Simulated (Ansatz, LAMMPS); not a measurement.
**Si well of 16 atomic layers along [001] in random Si0.7Ge0.3, interfaces graded over 8 layers**

Cell 16.67 × 16.67 × 55.01 Å, Si584Ge136, 720 atoms. Prepared with Tersoff's 1989 multicomponent potential (SiCGe.tersoff) run with LAMMPS: minimisation. 

Method: PBE, support functions at accuracy medium on the grid of 370 eV (norm-conserving potentials; Ansatz, a quantum-chemistry and plane-wave program).

Basis: localised support functions (accuracy medium) on a full density matrix. k-points: zone centre alone; occupations: Fermi-Dirac, 0.010 eV; spin polarisation not allowed. Scalar-relativistic, no spin-orbit coupling.

```json
{
  "Kohn-Sham gap of the cell on its k-mesh": "0.39 eV",
  "weight_of_the_highest_filled_level_on_the_well": "0.33",
  "weight_of_the_lowest_empty_level_on_the_well": "0.94",
  "coordination (neighbours within 2.856 Å)": "100.0 % 4-fold",
  "Ge-Ge bonds, mean ± spread": "2.472 ± 0.007 Å",
  "Ge-Si bonds, mean ± spread": "2.425 ± 0.007 Å",
  "Si-Si bonds, mean ± spread": "2.382 ± 0.007 Å",
  "bond angles, mean ± spread": "109.5° ± 1.1°",
  "pressure": "-0.93 GPa",
  "cost_of_the_final_run": "very roughly 60 core-minutes, 15 SCF iterations, 15 GiB"
}
```
